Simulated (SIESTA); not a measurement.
# A self-consistent single point of MgZn4O5 (P3m1, 20 atoms in the cell) with SIESTA

Method: GGA PBEsol, numerical atomic orbitals DZP, PseudoDojo PBEsol standard norm-conserving potentials (rewritten from UPF to PSML) (SIESTA 5.4.2).

Input:

```
# files in the folder: Mg.psml Zn.psml O.psml (PseudoDojo PBEsol standard)
SystemName  MgZn4O5
SystemLabel MgZn4O5

NumberOfAtoms                20
NumberOfSpecies              3
%block ChemicalSpeciesLabel
  1 12 Mg
  2 30 Zn
  3 8 O
%endblock ChemicalSpeciesLabel
LatticeConstant              1.0 Ang
%block LatticeVectors
     3.273219000    0.000000000    0.000000000
    -1.636609000    2.834691000    0.000000000
     0.000000000    0.000000000   26.107833000
%endblock LatticeVectors
AtomicCoordinatesFormat      Bohr
%block AtomicCoordinatesAndAtomicSpecies
    -0.000002463    3.571194878   13.634184354  1
    -0.000002463    3.571194878    3.828030990  1
     0.000000000    0.000000000   48.198457468  2
     0.000000000    0.000000000   38.300044560  2
     0.000000000    0.000000000   28.400151553  2
     0.000000000    0.000000000   18.494338147  2
     0.000000000    0.000000000    8.670423588  2
    -0.000002463    3.571194878   43.253937996  2
    -0.000002463    3.571194878   33.350591423  2
    -0.000002463    3.571194878   23.449711683  2
     0.000000000    0.000000000   44.423710064  3
     0.000000000    0.000000000   34.520363491  3
     0.000000000    0.000000000   24.619483751  3
     0.000000000    0.000000000   14.722057577  3
     0.000000000    0.000000000    4.909983814  3
    -0.000002463    3.571194878   39.471790095  3
    -0.000002463    3.571194878   29.569923621  3
    -0.000002463    3.571194878   19.668057148  3
    -0.000002463    3.571194878    9.871771114  3
    -0.000002463    3.571194878    0.063644284  3
%endblock AtomicCoordinatesAndAtomicSpecies

XC.functional                GGA
XC.authors                   PBEsol
PAO.BasisSize                DZP
PAO.EnergyShift              0.005 Ry
MeshCutoff                   300 Ry
%block kgrid.MonkhorstPack
    8   0   0  0.0
    0   8   0  0.0
    0   0   1  0.0
%endblock kgrid.MonkhorstPack
OccupationFunction           FD
ElectronicTemperature        10.0 meV

MaxSCFIterations             150
SCF.Mixer.Method             Pulay
SCF.Mixer.Weight             0.1
SCF.Mixer.History            6
SCF.DM.Tolerance             1.0E-05
Diag.ParallelOverK           true
WriteForces                  true
```

Output, abridged:

```
reinit: Reading from file input.fdf

reinit: System Name: MgZn4O5
reinit: System Label: MgZn4O5

coor:   Atomic-coordinates input format  =     Cartesian coordinates
coor:                                            (in Bohr units)

siesta: Atomic coordinates (Bohr) and species
siesta:     -0.00000   3.57119  13.63418  1        1
siesta:     -0.00000   3.57119   3.82803  1        2
siesta:      0.00000   0.00000  48.19846  2        3
siesta:      0.00000   0.00000  38.30004  2        4
siesta:      0.00000   0.00000  28.40015  2        5
siesta:      0.00000   0.00000  18.49434  2        6
siesta:      0.00000   0.00000   8.67042  2        7
siesta:     -0.00000   3.57119  43.25394  2        8
siesta:     -0.00000   3.57119  33.35059  2        9
siesta:     -0.00000   3.57119  23.44971  2       10
siesta:      0.00000   0.00000  44.42371  3       11
siesta:      0.00000   0.00000  34.52036  3       12
siesta:      0.00000   0.00000  24.61948  3       13
siesta:      0.00000   0.00000  14.72206  3       14
siesta:      0.00000   0.00000   4.90998  3       15
siesta:     -0.00000   3.57119  39.47179  3       16
siesta:     -0.00000   3.57119  29.56992  3       17
siesta:     -0.00000   3.57119  19.66806  3       18
siesta:     -0.00000   3.57119   9.87177  3       19
siesta:     -0.00000   3.57119   0.06364  3       20

siesta: System type = bulk

initatomlists: Number of atoms, orbitals, and projectors:     20   300   290

siesta: ******************** Simulation parameters ****************************
redata: Spin configuration                          = none
redata: Time-Reversal Symmetry                      = T
redata: Number of Atomic Species                    =        3
redata: Mesh Cutoff                                 =   300.0000 Ry
redata: Net charge of the system                    =     0.0000 |e|
redata: Min. number of SCF Iter                     =        0
   [... lines left out ...]
diag: Parallel distribution                         =     1 x     1
diag: Used triangular part                          = Lower
diag: Absolute tolerance                            =  0.100E-15
diag: Orthogonalization factor                      =  0.100E-05
diag: Memory factor                                 =  1.0000

superc: Internal auxiliary supercell:     5 x     7 x     3  =     105
superc: Number of atoms, orbitals, and projectors:   2100  31500  30450

                        Single-point calculation

superc: Internal auxiliary supercell:     5 x     7 x     3  =     105
superc: Number of atoms, orbitals, and projectors:   2100  31500  30450

outcell: Unit cell vectors (Ang):
        3.273219    0.000000    0.000000
       -1.636609    2.834691    0.000000
        0.000000    0.000000   26.107833

outcell: Cell vector modules (Ang)   :    3.273219    3.273219   26.107833
outcell: Cell angles (23,13,12) (deg):     90.0000     90.0000    120.0000
outcell: Cell volume (Ang**3)        :    242.2432
new_DM -- step:     1
Initializing Density Matrix...

Attempting to read DM from file... Failed...
DM filled with atomic data:

InitMesh: MESH = 30 x 30 x 288 = 259200
InitMesh: Mesh cutoff (required, used) =   300.000   309.552 Ry

stepf: Fermi-Dirac step function
        iscf     Eharris(eV)        E_KS(eV)     FreeEng(eV)     dDmax    Ef(eV) dHmax(eV)
   scf:    1   -52741.949598   -53034.474952   -53034.479973  1.613874 -1.498819 61.118552
   scf:    2   -49680.670322   -52038.951368   -52038.954721  2.676535 -0.535610337.435646
   scf:    3   -53203.257175   -53154.783223   -53154.783716  2.771254 -2.751660 19.633744
   scf:    4   -53203.094214   -53182.024516   -53182.024516  0.291626 -3.392922 10.389924
   scf:    5   -53194.940420   -53190.176826   -53190.176826  0.179650 -3.377895  6.332107
   scf:    6   -53190.963410   -53190.730938   -53190.730938  0.068603 -3.420362  4.401416
   [... 13 lines left out ...]
   scf:   20   -53191.152676   -53191.152676   -53191.152676  0.000035 -3.708662  0.000352
   scf:   21   -53191.152676   -53191.152676   -53191.152676  0.000025 -3.708621  0.000554
   scf:   22   -53191.152676   -53191.152676   -53191.152676  0.000018 -3.708593  0.000545
   scf:   23   -53191.152676   -53191.152676   -53191.152676  0.000016 -3.708558  0.000287
   scf:   24   -53191.152676   -53191.152676   -53191.152676  0.000005 -3.708541  0.000186
SCF Convergence by DM+H criterion
max |DM_out - DM_in|         :     0.0000049533
max |H_out - H_in|      (eV) :     0.0001855297
SCF cycle converged after 24 iterations

Using DM_out to compute the final energy and forces

siesta: E_KS(eV) =           -53191.1527

siesta: E_KS - E_eggbox =    -53191.1527

siesta: Atomic forces (eV/Ang):
     1   -0.000134    0.000078    0.128498
     2   -0.000137    0.000079    0.048701
     3    0.000910   -0.000525   -0.021999
   [... 17 lines left out ...]
   Tot   -0.000004    0.000004   -0.057161
   Max    0.167160
   Res    0.041898    sqrt( Sum f_i^2 / 3N )
   Max    0.167160    constrained

Stress tensor Voigt[x,y,z,yz,xz,xy] (kbar):       31.84       32.84       39.77       -0.00        0.01        0.87
(Free)E + p*V (eV/cell)   -53196.4171
Target enthalpy (eV/cell)   -53191.1527

siesta: Program's energy decomposition (eV):
siesta: Ebs     =     -8461.431466
siesta: Eions   =     62517.024107
siesta: Ena     =      2676.875716
siesta: Ekin    =     25034.913838
siesta: Enl     =    -12190.630821
siesta: Eso     =         0.000000
siesta: Edftu   =         0.000000
siesta: DEna    =       179.953384
siesta: DUscf   =        26.127404
siesta: DUext   =         0.000000
siesta: Ex      =     -6020.085855
siesta: Ec      =      -381.282235
siesta: Exc     =     -6401.368090
siesta: Eharris =    -53191.152676
siesta: Etot    =    -53191.152676
siesta: FreeEng =    -53191.152676

siesta: Atomic forces (eV/Ang):
siesta:      1   -0.000134    0.000078    0.128498
siesta:      2   -0.000137    0.000079    0.048701
siesta:      3    0.000910   -0.000525   -0.021999
siesta:      4    0.000932   -0.000538   -0.011685
siesta:      5    0.000934   -0.000540   -0.021689
siesta:      6    0.000919   -0.000531   -0.036253
siesta:      7    0.000898   -0.000519   -0.033994
siesta:      8   -0.000940    0.000543   -0.044036
siesta:      9   -0.000936    0.000541   -0.024335
siesta:     10   -0.000936    0.000540   -0.014655
siesta:     11    0.000817   -0.000472   -0.005754
siesta:     12    0.000817   -0.000472    0.016392
siesta:     13    0.000817   -0.000472    0.017750
siesta:     14    0.000035   -0.000021    0.131359
siesta:     15    0.000037   -0.000021    0.095045
siesta:     16   -0.000815    0.000470    0.021576
siesta:     17   -0.000816    0.000472    0.018839
siesta:     18   -0.000808    0.000467    0.002586
siesta:     19   -0.000797    0.000460   -0.167160
siesta:     20   -0.000802    0.000464   -0.156347
siesta: ----------------------------------------
siesta:    Tot   -0.000004    0.000004   -0.057161

siesta: Stress tensor (static) (eV/Ang**3):
siesta:     0.019874    0.000542    0.000004
siesta:     0.000542    0.020500   -0.000002
siesta:     0.000004   -0.000002    0.024821

siesta: Cell volume =        242.243211 Ang**3

siesta: Pressure (static):
siesta:                Solid            Molecule  Units
siesta:          -0.00023669         -0.00023770  Ry/Bohr**3
siesta:          -0.02173188         -0.02182453  eV/Ang**3
siesta:         -34.81831282        -34.96675469  kBar
```

The run converged in 24 iterations.

The starting cell comes from a database of computed structures (which also holds hypothetical and non-ambient phases and stackings), without a prior relaxation at this level. Its lattice was rescaled by a random factor within 2.5 % of one. Values carry the incompleteness of an atom-centred basis. With a pressure of about -3 GPa the cell is away from its equilibrium volume at this level.

Cost on one core of a shared machine: roughly 3 min.
